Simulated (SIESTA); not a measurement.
## What a tighter setting buys: kgrid.MonkhorstPack, CsLiMnS2 (I-4m2, 5 atoms in the cell)

```xyz
5
Lattice="-2.0819 2.0819 7.0665 2.0819 -2.0819 7.0665 2.0819 2.0819 -7.0665" Properties=species:S:1:pos:R:3 pbc="T T T"
Cs     0.0000     0.0000     0.0000
Li     2.0819     0.0000     3.5333
Mn     0.0000     2.0819     3.5333
S      0.0000     0.0000     9.3114
S      0.0000     0.0000     4.8216
```
Moments meant for the start (each program seeds them in its own way; μB, in the order of the atoms Cs Li Mn S S): 0.0 0.0 4.0 0.0 0.0.

Computed with GGA PBEsol, numerical atomic orbitals DZP, PseudoDojo PBEsol standard norm-conserving potentials (rewritten from UPF to PSML) run with SIESTA 5.4.2.

Base settings: XC.functional = GGA; XC.authors = PBEsol; potentials = PseudoDojo PBEsol standard; PAO.BasisSize = DZP; PAO.EnergyShift = 0.005 Ry; MeshCutoff = 400 Ry; kgrid.MonkhorstPack = 7 7 7; OccupationFunction = MP; OccupationMPOrder = 0; ElectronicTemperature = 10 meV.

Misses are taken against the tightest run, 12 12 12, which need not be fully converged itself. The energy is the free energy per atom.

Core times come from one kind of shared machine and are given to one figure; runs under 30 s give none.

The starting cell comes from a database of computed structures (which also holds hypothetical and non-ambient phases and stackings), without a prior relaxation at this level. With one magnetic atom in the cell only a parallel order is possible. Values carry the incompleteness of an atom-centred basis.

| kgrid.MonkhorstPack | energy less reference (meV/atom) | pressure less reference (GPa) | largest difference in the force on any atom (eV/Å) | core time / reference (rough) |
|---|---|---|---|---|
| 1 1 1 | 970.64 | 8.26 | 0.685 | 0.3 |
| 2 2 2 | 62.94 | 0.33 | 0.080 | 0.4 |
| 3 3 3 | 6.86 | 0.04 | 0.015 | 0.4 |
| 4 4 4 | 2.26 | 0.02 | 0.003 | 0.4 |
| 5 5 5 | 0.33 | 0.01 | 0.001 | 0.4 |
| 6 6 6 | 0.14 | 0.00 | 0.000 | 0.4 |
| 7 7 7 | 0.04 | 0.00 | 0.000 | 0.4 |
| 8 8 8 | 0.02 | 0.00 | 0.000 | 0.5 |
| 9 9 9 | 0.00 | 0.00 | 0.000 | 0.4 |
| 11 11 11 | 0.00 | 0.00 | 0.000 | 0.7 |
| 12 12 12 | 0.00 | 0.00 | 0.000 | 1 |

Coarsest setting among those run that, with all tighter ones, holds the energy within 20 meV/atom of the reference: 3 3 3, off by 6.9 meV/atom; it needs about 0.4 of the reference's time.

Coarsest setting among those run that, with all tighter ones, holds the energy within 2 meV/atom of the reference: 5 5 5, off by 0.33 meV/atom; it needs about 0.4 of the reference's time.
